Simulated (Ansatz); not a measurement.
For MgTe (model structure, started from the PtS type, P4₂/mmc, No. 131, 4 atoms in the cell), PBEsol (Ansatz, a quantum-chemistry and plane-wave program, PAW) gives:

equilibrium lattice constant a: 4.204 Å
lattice parameter c: 7.754 Å
formation enthalpy: -0.482 eV/atom

Problem. What does PBE-D3(BJ) in Ansatz (PAW) give for the same quantities?

Solution. 
- lattice constant a: 4.173 Å (drops by 0.7 %)
- lattice parameter c: 7.763 Å (increases by 0.1 %)
- formation enthalpy: -0.446 eV/atom (moves by +0.036 eV/atom)

Changes are worked out from the printed values.

Unless a cell is named, each level is at its own relaxed cell (PBEsol 34.26, PBE-D3(BJ) 33.79 Å³/atom).

Levels without +SOC leave out spin–orbit coupling, which shifts energies and cells of such heavy elements.

Ansatz's density-functional and Hartree–Fock values are scalar-relativistic unless marked +SOC, with PAW data made under PBE.

A model structure was made by putting elements into a prototype or built by hand; it is no filed structure, need not be a known phase, and can be a saddle point held by its symmetry.
